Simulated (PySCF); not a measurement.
PySCF 2.14.0, TPSSH/def2-svpd, df: [Ge][I], charge +1, multiplicity 1, 2 atoms. The geometry is a generated start, not checked to be a minimum at this level.

```json
{
 "task": "energy",
 "method": "tpssh",
 "basis": "def2-svpd",
 "two_electron_scheme": "density fitting",
 "mol.max_memory": "3000 MB",
 "mf.max_cycle": "100",
 "mf.init_guess": "minao (default)",
 "mf.DIIS": "CDIIS (default)",
 "mf.diis_space": "8 (default)",
 "mf.conv_tol": "1e-09 (default)",
 "mf.grids.level": "3 (default)",
 "effective_core_potentials": "those of the basis set, past Kr",
 "basis_functions": "73",
 "grid_points": "42600"
}
```

```xyz
2

Ge     0.0335    -0.0182    -1.2207
I     -0.0335     0.0182     1.2207
```

Charge 1 and multiplicity 1 are set for this test and not shown to be the ground state.

One run each on 2 threads, 1 BLAS thread. Values of level_shift (Hartree) tried: 0 (default), 0.1, 0.3, 1.

**Question.** How does the count of Fock builds change with level_shift (Hartree), and where is it least?

**Answer.** Fewest Fock builds, within one of each other: 0 (default) with 15, 0.1 with 16. The count rises to 58 at 1. All converge to one solution.

| level_shift (Hartree) | Fock builds | end |
|---|---|---|
| 0 (default) | 15 | same solution |
| 0.1 | 16 | same solution |
| 0.3 | 25 | same solution |
| 1 | 58 | same solution |
